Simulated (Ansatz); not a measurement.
The starting structures come from a database of crystals and need not be the phases stable at ambient conditions.

```xyz
10
Lattice="5.5548 0.0000 0.0000 0.0000 7.9958 0.0000 2.7774 3.9979 2.8082" Properties=species:S:1:pos:R:3 pbc="T T T"
La     5.5548     1.9989     0.0020
La     2.7774     9.9947     2.8062
Ti     2.7774     3.9979     0.0000
Ti     2.7774     0.0000     0.0000
N      2.7774     5.9968     0.3803
N      5.5548     5.9968     2.4279
O      4.1661     8.2764     1.4041
O      4.1661     3.7172     1.4041
O      1.3887     3.7172     1.4041
O      1.3887     8.2764     1.4041
```

Space group of this cell: Imma. The cell is taken as given; by r2SCAN its mean pressure is -3.9 GPa.

Transport runs along the normal of the first two printed cell vectors.

The gap is the functional's own. No spin-orbit coupling. Mid-gap values are interpolated on the energy grid.

Task: Predict the band gap and the smallest decay constant κ at mid-gap from r2SCAN run with Ansatz (a quantum-chemistry and plane-wave program).

Result: Gap 1.30 eV on a 10×10×10 mesh; κ = 0.248 1/Å, at the zone centre.
